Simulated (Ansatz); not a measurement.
The starting structures come from a database of crystals and need not be the phases stable at ambient conditions.

By PBEsol, the system below comes out a metal.

A figure of merit of an interconnect metal is its ballistic conductance per area.

Data:

```
CELL_PARAMETERS angstrom
      6.44536     0.00000     0.00000
      0.00000     6.46469     0.00000
      0.00000     3.23235     5.80466
ATOMIC_POSITIONS crystal
  Sn 0.66968 0.54468 0.25240
  Sn 0.66968 0.45532 0.74760
  Sn 0.33032 0.79708 0.74760
  Sn 0.33032 0.20292 0.25240
  Sn 0.83032 0.95532 0.74760
  Sn 0.83032 0.04468 0.25240
  Sn 0.16968 0.70292 0.25240
  Sn 0.16968 0.29708 0.74760
  Pd 0.00000 0.50000 0.00000
  Pd 0.50000 0.00000 0.00000
```

Space group of this cell: Ccce. The cell is taken as given; by PBEsol its mean pressure is -1.8 GPa.

The current flows along the normal of the first two printed cell vectors. No spin-orbit coupling; the value is a mean over 0.1 eV about the Fermi level.

Problem. Give the ballistic conductance per area that PBEsol (Ansatz, a quantum-chemistry and plane-wave program) yields.

Solution. 0.40 × 10¹⁵ S/m² for both spins.
